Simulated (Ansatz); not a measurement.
**HfN under a change: uniaxial strain ε_zz = +3.00 %**

Take HfN in the rock salt structure (space group Fm-3m, No. 225; a = 4.5018 Å; relaxed with 0.1 eV smearing) as the base. Axes: x, y, z lie along the cube axes.

Perturbation: the cell is stretched by 3.00 % along z with no lateral relaxation, atoms relaxed at fixed cell.

Calculations: Kohn–Sham DFT with the PBEsol functional, run in Ansatz (a quantum-chemistry and plane-wave program) with PAW and 420 eV plane waves, no spin-orbit coupling. Γ-centred 22×22×22 mesh, Fermi–Dirac width 0.1 eV.

The volume per atom goes up by 0.342 Å³, from 11.40 Å³ to 11.75 Å³ and the space group becomes I4/mmm (No. 139) (base: Fm-3m (No. 225)). The shortest interatomic distance remains 2.251 Å and the energy increases by 18 meV/atom. The band gap is still zero and the stress (xx, yy, zz, yz, xz, xy; compression positive) amounts to (-3.1, -3.1, -15.8, 0.0, 0.0, 0.0) GPa.

Final structure:

```xyz
2
Lattice="0.0000 2.2509 2.3184 2.2509 0.0000 2.3184 2.2509 2.2509 0.0000" Properties=species:S:1:pos:R:3 pbc="T T T"
Hf     0.0000     0.0000     0.0000
N      2.2509     2.2509     2.3184
```

Stability against distortions was not tested. All final runs are without spin polarisation. An odd electron count without spin: HfN.
